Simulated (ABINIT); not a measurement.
Worked example: self-consistent single point of ScBPt3 (Pm-3m, 5 atoms in the cell) in ABINIT.

Method of the run: PBEsol, norm-conserving pseudopotentials (PseudoDojo nc-sr-04 PBEsol standard) (plane waves; ABINIT).

The change in words: lattice scaled by 0.98. Reference geometry:
```
ScBPt3
1.0
    4.27026     0.00000     0.00000
    0.00000     4.27026     0.00000
    0.00000     0.00000     4.27026
Sc B Pt
1 1 3
Direct
  0.00000   0.00000   0.00000
  0.50000   0.50000   0.50000
  0.00000   0.50000   0.50000
  0.50000   0.00000   0.50000
  0.50000   0.50000   0.00000
```

Reference input (self-consistent single point, DFT, PBEsol, plane waves, norm-conserving pseudopotentials (PseudoDojo nc-sr-04 PBEsol standard)): pseudos = [Sc.upf, B.upf, Pt.upf]; ecut = 84 Ry; occopt = 7; tsmear = 0.05 eV; ngkpt = 5 5 5; nshiftk = 1; shiftk = 0 0 0; potentials = PseudoDojo nc-sr-04 PBEsol standard; nband = 43; kptopt = 1; nstep = 80; tolvrs = 1e-12. This run's input differs from it in these lines:

```diff
@@ -5,5 +5,5 @@
 rprim
-         8.0696181015    0.0000000000    0.0000000000
-         0.0000000000    8.0696181015    0.0000000000
-         0.0000000000    0.0000000000    8.0696181015
+         7.9082260418    0.0000000000    0.0000000000
+         0.0000000000    7.9082260418    0.0000000000
+         0.0000000000    0.0000000000    7.9082260418
 natom 5
@@ -14,6 +14,6 @@
          0.0000000000    0.0000000000    0.0000000000
-         2.1351290000    2.1351290000    2.1351290000
-         0.0000000000    2.1351290000    2.1351290000
-         2.1351290000    0.0000000000    2.1351290000
-         2.1351290000    2.1351290000    0.0000000000
+         2.0924265000    2.0924265000    2.0924265000
+         0.0000000000    2.0924265000    2.0924265000
+         2.0924265000    0.0000000000    2.0924265000
+         2.0924265000    2.0924265000    0.0000000000
       Angstrom
```

Log, with long lists cut:

```
--- !BeginCycle
solver: {iscf: 7, nstep: 80, nline: 4, wfoptalg: 0, }
tolerances: {tolvrs: 1.00E-12, }
...

     iter   Etot(hartree)      deltaE(h)  residm     vres2
 ETOT  1  -442.45819227756    -4.425E+02 2.157E-01 1.043E+03
 ETOT  2  -442.54735386335    -8.916E-02 7.148E-02 2.507E+03
 ETOT  3  -443.04103027776    -4.937E-01 4.180E-02 2.888E+01
 ETOT  4  -443.04543189472    -4.402E-03 4.478E-03 1.097E+01
 ETOT  5  -443.04671499053    -1.283E-03 2.915E-03 1.391E+00
   [... 3 lines left out ...]
 ETOT  9  -443.04691988685    -2.917E-10 3.228E-04 6.935E-08
 ETOT 10  -443.04691988689    -4.064E-11 3.692E-04 2.047E-09
 ETOT 11  -443.04691988688     1.592E-11 2.197E-04 1.309E-12
 ETOT 12  -443.04691988688    -6.253E-13 2.994E-04 1.176E-13
 At SCF step   12       vres2   =  1.18E-13 < tolvrs=  1.00E-12 =>converged.

 Cartesian components of stress tensor (hartree/bohr^3)
  sigma(1 1)= -1.08154477E-04  sigma(3 2)=  0.00000000E+00
  sigma(2 2)= -1.08154477E-04  sigma(3 1)=  0.00000000E+00
  sigma(3 3)= -1.08154477E-04  sigma(2 1)=  0.00000000E+00

 ----iterations are completed or convergence reached----

 reduced coordinates (array xred) for    5 atoms
       0.000000000000      0.000000000000      0.000000000000
       0.500000000000      0.500000000000      0.500000000000
       0.000000000000      0.500000000000      0.500000000000
       0.500000000000      0.000000000000      0.500000000000
       0.500000000000      0.500000000000      0.000000000000
 cartesian forces (eV/Angstrom) at end:
    1     -0.00000000000000    -0.00000000000000    -0.00000000000000
   [... lines left out ...]
 Fermi (or HOMO) energy (hartree) =   0.51007   Average Vxc (hartree)=  -0.48952
 Fermi (or HOMO) energy (eV) =  13.87970   Average Vxc (eV)= -13.32064
   [... lines left out ...]
total_energy        : -4.43046919886879E+02
total_energy_eV     : -1.20559198050325E+04
band_energy         : -3.85216791726099E+01
...

-Cartesian components of stress tensor (GPa)         [Pressure=  3.1820E+00 GPa]
- sigma(1 1)= -3.18201403E+00  sigma(3 2)=  0.00000000E+00
- sigma(2 2)= -3.18201403E+00  sigma(3 1)=  0.00000000E+00
- sigma(3 3)= -3.18201403E+00  sigma(2 1)=  0.00000000E+00

 Calculation completed.
```

The run converged in 12 iterations. Against the reference run the free energy falls by 16.9 meV/atom and the pressure goes from -8.45 to 3.18 GPa.

The starting cell comes from a database of computed structures (which also holds hypothetical and non-ambient phases and stackings), without a prior relaxation at this level. Its lattice was rescaled by a random factor within 2.5 % of one. For this run, on top of that: lattice scaled by 0.98. Spin polarisation is off. With a pressure of about 3 GPa the cell is away from its equilibrium volume at this level.

Cost on one core of a shared machine: roughly 2 min.
